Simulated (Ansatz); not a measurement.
# Pt: response to strain

The reference is Pt in the fcc (Cu type) structure (space group Fm-3m, No. 225; a = 3.8954 Å; relaxed with 0.1 eV smearing). Axes: x, y, z lie along the cube axes.

Strains are applied to the cell and any free atomic positions relax; under biaxial strain the out-of-plane vector relaxes too.

Computed with Ansatz (a first-principles code), LDA, PAW, cutoff 420 eV, no spin-orbit coupling.

```tsv
biaxial strain, plane normal [111], relaxed out of plane (%)	out-of-plane strain (%)
0	0.00
0.42	-0.48
0.83	?
1.25	-1.39
1.67	-1.84
2.08	-2.26
2.5	-2.69
```

Problem. Fit ε⊥ = −νε + γε² (strains in %) to the rows shown and predict the withheld row.

Solution. Least squares on the printed values gives ν = 1.15 (the biaxial Poisson response) and γ = 0.030 (largest residual 0.00 %); this predicts -0.93 %, and the run gives -0.93 %, in agreement.

No phonon test of stability was made. The final runs are not spin-polarised. Pt lies near a magnetic instability that expansion can trigger; it was not tested.
